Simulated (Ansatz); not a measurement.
A user runs Ansatz (an electronic-structure program) on Na3Pd (Pm-3m, 4 atoms in the cell) and asks whether the run is sound. The aim is a self-consistent single point with DFT, PBE, plane waves, default PAW files.

Cell that was meant: a = 4.6543 Å, b = 4.6543 Å, c = 4.6543 Å, α = 90.00°, β = 90.00°, γ = 90.00°.

Part of the input:

```yaml
# Na3Pd
crystal:
  lattice:
    - [2.462948, 0.000000, 0.000000]
    - [0.000000, 2.462948, 0.000000]
    - [0.000000, 0.000000, 2.462948]
  atoms:
    - { symbol: Na, position: [0.000000, 0.500000, 0.500000] }
    - { symbol: Na, position: [0.500000, 0.500000, 0.000000] }
```

Output (repeated stretches shortened):

```
WARN ansatz: RAYON_NUM_THREADS=1 ignored (pool sized by the plan → 1); use --threads N
Pseudopotentials: kind: paw
   [... lines left out ...]
Symmetry: 48 space group operations
Space group: Pm-3m (ITA 221), of the structure as read, at distance tolerance 2.5e-5 Å
k-points: 20 of 343
Initial density: superposition of atomic densities (neutral atoms: chi_scale 0, normalization atom), corrected by the library's trained network
Initial wavefunctions: pseudopotential atomic-orbital guess
Eigensolver: davidson
Functional: x = pbe(κ = 0.804, μ = 0.2195149727645171), c = pbe(β = 0.06672455060314922)
SCF iter   1: F=—  HF=-11349.151623 eV  |F-HF|=—  |Δ(HF+E_count)|=         —  Δρ=6.00e-1  dr2=5.48e1  ethr=1.77e-3  ⟨swp⟩=5.8  Hψ=2464  notcnv=0
all-band conjugate gradients solve this SCF's bands
preconditioner: auto → none
SCF iter   2: F=—  HF=-11331.209011 eV  |F-HF|=—  |Δ(HF+E_count)|=    1.79e1  S|Δr|=    0.00e0  Δρ=3.02e-1  dr2=9.32e0  ethr=1.77e-3  ⟨swp⟩=4.1  Hψ=1677  notcnv=0  defer=5
   [... lines left out ...]
SCF iter   6: F=—  HF=-11328.362233 eV  |F-HF|=—  |Δ(HF+E_count)|=   1.52e-4  S|Δr|=    0.00e0  Δρ=7.40e-4  dr2=2.71e-5  ethr=6.02e-7  ⟨swp⟩=2.2  Hψ=768  notcnv=0  defer=3
SCF iter   7: F=—  HF=-11328.362309 eV  |F-HF|=—  |Δ(HF+E_count)|=   7.58e-5  S|Δr|=    0.00e0  Δρ=1.46e-4  dr2=2.49e-6  ethr=6.03e-8  ⟨swp⟩=2.0  Hψ=670  notcnv=0  defer=3
SCF iter   8: F=-11328.362308 eV  HF=-11328.362308 eV  |F-HF|=1.49e-8  |Δ(HF+E_count)|=   7.34e-7  S|Δr|=    0.00e0  Δρ=1.65e-5  dr2=2.66e-8  ethr=2.22e-10  ⟨swp⟩=6.0  Hψ=2672  notcnv=0
SCF 1 converged in 8 iterations: F = -11328.362308 eV  dr2 = 2.66e-8
Stability not checked (fill_not_monotonic)
Free energy (F): -11328.362308 eV
Internal energy: -11328.356571 eV  (E = F + TS)
E sigma→0 (E₀):  -11328.360396 eV
Entropy (-TS):   -0.005737 eV (-1.434 meV/atom)
Fermi energy:    56.820374 eV
--- Forces (eV/Å), atoms counted from 1 ---
  atom   1  Na     0.00000000     0.00000000    -0.00000000
   [... zero for the other atoms too ...]
--- Stress (GPa, compression-positive) ---
     2164.498816      -0.000000       0.000000
       -0.000000    2164.498816      -0.000000
       -0.000000       0.000000    2164.498816
  P = ⅓ Tr σ = 2164.4988 GPa (21644.988 kbar)
  The stress holds the Pulay correction. Without it, at fixed plane waves, as pw.x and ABINIT print it: P = 2162.1454 GPa
```

Question: Is this run sound? If not, what is wrong?

Answer: The run is not sound. The fault is this: lattice multiplied by the bohr radius once too often. 1 bohr is 0.529 Å, so a mix-up scales every length by 1.89 or 0.529 and the volume by 6.75 or 0.148. To fix it, give the lengths in the unit that the key or card expects. The run converged in 8 iterations without an error; against the sound input the free energy goes up by 25.9 eV/atom and the pressure goes from -0.85 to 2164 GPa.

The sound input it was made from differs as follows (other fixes are possible):
```diff
-    - [2.462948, 0.000000, 0.000000]
-    - [0.000000, 2.462948, 0.000000]
-    - [0.000000, 0.000000, 2.462948]
+    - [4.654297, 0.000000, 0.000000]
+    - [0.000000, 4.654297, 0.000000]
+    - [0.000000, 0.000000, 4.654297]
```

With that input, the run converged in 7 iterations: free energy E − TS (on the zero of these files) -11431.9990 eV; Fermi level (on the code's own zero) 5.04 eV; pressure -0.85 GPa (DFT, PBE, plane waves, default PAW files).

On the sound input: the starting cell was generated: these elements placed on a structure prototype, without a prior relaxation; it need not be a known phase or ordering of this composition. Spin polarisation is off. Ansatz's pressure includes its estimate of the finite-basis (Pulay) stress.
